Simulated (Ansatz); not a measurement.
The parent structure is ZnCu2SnS4 (space group I-4, No. 82; a = 5.468 Å, c = 10.935 Å). Axes: x, y, z lie along a, b, c of the conventional cell.

Computed with Kohn–Sham DFT with the PBE functional, run in Ansatz (a first-principles code) with PAW and 420 eV plane waves, spin-orbit coupling left out.

Base values:

* **Pressure**: 0.0 GPa
* **Shortest interatomic distance**: 231.7 pm
* **Band gap**: zero

Modification: uniaxial strain ε_zz = +1.45 %, all other strain components held at zero; the atoms relax in the strained cell.

Problem. Estimate the effect on the energy relative to the base, pressure, shortest interatomic distance and band gap.

Solution. The energy increases by 1.2 meV/atom; the pressure (mean of the normal stresses, compression positive) goes from zero to -1.0 GPa; the shortest interatomic distance goes up by 1.2 pm (231.7 pm → 232.9 pm); the band gap remains zero.

No phonon test of stability was made. All final runs are without spin polarisation. Gaps under 0.05 eV, about the width of the smearing, are given as zero. A zero or small gap of ZnCu2SnS4 can be the functional's error rather than a property of the material.
